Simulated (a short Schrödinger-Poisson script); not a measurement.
Structure: MOS inversion layer, SiO2 on p-type Si(100), at 300 K.

```tsv
layer	material	thickness (nm)	Na (cm⁻³)
1	SiO2	1.9	-
2	Si	1100	1.5e17
```

The device is made up for the run: typed textbook-type constants, with dimensions and the other settings drawn at random. SiO2: permittivity 3.9, conduction-band edge (eV) 3.15, gap (eV) 9, electron mass (mₑ) 0.5. Si: permittivity 11.7, conduction-band edge (eV) 0, gap (eV) 1.124, Nv at 300 K (cm⁻³) 3.1e19.

Channel valleys (confinement mass, in-plane density-of-states mass, number): Δ2 0.916, 0.19, 2; Δ4 0.19, 0.417, 4. At the gate the conduction-band edge of layer 1 lies 3.28 eV − eVg above the Fermi level of the channel; the field vanishes at the back. Gaps are held at their typed values at every temperature. Mesh 0.03 nm at interfaces.

Solved with a short Schrödinger-Poisson script written for these runs: 1D Poisson equation in equilibrium, electrons classical, Boltzmann, parabolic valleys, classical holes, full ionisation, no traps, pinning or gate leakage.

The same stack at other levels of the model or other numerical settings:

```
run                                          sheet density of all electrons at Vg = 1.7 V (cm⁻²)  sheet density of all electrons at Vg = 0.5 V (cm⁻²)  capacitance at Vg = 1.7 V (μF/cm²)  centroid of the channel electrons at Vg = 1.7 V (nm)  rough cost against the base
-------------------------------------------  ---------------------------------------------------  ---------------------------------------------------  ----------------------------------  ----------------------------------------------------  ---------------------------
base                                                                                     1.54e13                                              2.70e12                                1.75                                                  0.43                      about 1
electrons treated as classical, Fermi-Dirac                                              1.47e13                                              2.64e12                                1.65                                                  0.66                            5
electrons treated as quantum, Hartree                                                    1.28e13                                              1.98e12                                1.52                                                  1.52                           30
mesh six times as coarse                                                                 1.51e13                                              2.66e12                                1.72                                                  0.53                          0.5
```

The classical rows ignore confinement, and Boltzmann statistics overrate the density once the band edge passes the Fermi level.
